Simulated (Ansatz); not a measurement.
A set of related cells and their density of states at the Fermi level.

Cell A: NbRu (CsCl type, Pm-3m), 2 atoms in the cell; this is a cell from a database of computed structures that this text hasn't matched to a measured one; spin state with r2SCAN: run without spin, k-point mesh 16×16×16 on the run's own vectors.
```
NbRu
1.0
    3.16038     0.00000     0.00000
    0.00000     3.16038     0.00000
    0.00000     0.00000     3.16038
Nb Ru
1 1
Direct
  0.00000   0.00000   0.00000
  0.50000   0.50000   0.50000
```

Cell B: NbRu (P4/mmm), 2 atoms in the cell; this is a cell from a database of computed structures that this text hasn't matched to a measured one; spin state with r2SCAN: run without spin, k-point mesh 16×16×14 on the run's own vectors.
```xyz
2
Lattice="3.0514 0.0000 0.0000 0.0000 3.0514 0.0000 0.0000 0.0000 3.3907" Properties=species:S:1:pos:R:3 pbc="T T T"
Nb     0.0000     0.0000     0.0000
Ru     1.5257     1.5257     1.6954
```

Computed with Ansatz (plane waves, PAW), its default PAW set, cutoff 500 eV. The structures are at rest with r2SCAN. Neutral cells; Fermi-Dirac smearing of at most 0.10 eV in the solids, energies taken to zero width. The runs are scalar-relativistic, without spin-orbit coupling. A dispersion term ran beside these levels; it doesn't touch the electrons. Both spins, broadened by a Gaussian of 0.2 eV on the run's mesh.

Task: Predict the density of states at the Fermi level (states/eV per atom) of each cell with r2SCAN.

Result: 
| cell | r2SCAN |
|---|---|
| A | 1.4 |
| B | 1.1 |

With r2SCAN the value of A exceeds that of B by 0.3 states/eV per atom.

Ansatz is a quantum-chemistry and plane-wave program.
